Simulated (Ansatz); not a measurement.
# Rock-salt LuN

Method: HSE06 (Ansatz, a program for electronic structure, plane waves, PAW).

Run with plane-wave cutoff 460 eV, 10×10×10 k mesh, Fermi–Dirac smearing 0.05 eV, scalar-relativistic PAW data made under PBE.

Cell (measured lattice):

LuN has the cubic space group Fm-3m (No. 225), the rock salt structure, Pearson symbol cF8. Lattice parameters: a = b = c = 4.7600 Å, α = β = γ = 90.00°. Lu on 4a has 6 N at 2.380 Å (octahedral). N on 4b is surrounded by 6 Lu at 2.380 Å (octahedral). (Neighbours: up to the widest gap in distance over summed covalent radii, below 1.35, at either atom; cation-cation and far metal-metal contacts left out.)
(The calculation used a cell of 2 atoms; values per cell refer to that cell.)

band gap: 0.90 eV (on the SCF k mesh)
smallest direct gap on the k points sampled: 1.63 eV
Γ–Γ gap: 4.49 eV

Note: cell and atoms aren't relaxed at this level (pressure -0.4 GPa).

Spin–orbit coupling is not included.

The computed numbers hold no vibrational or temperature effects.

The result took around 2.2 core-minutes (rough).
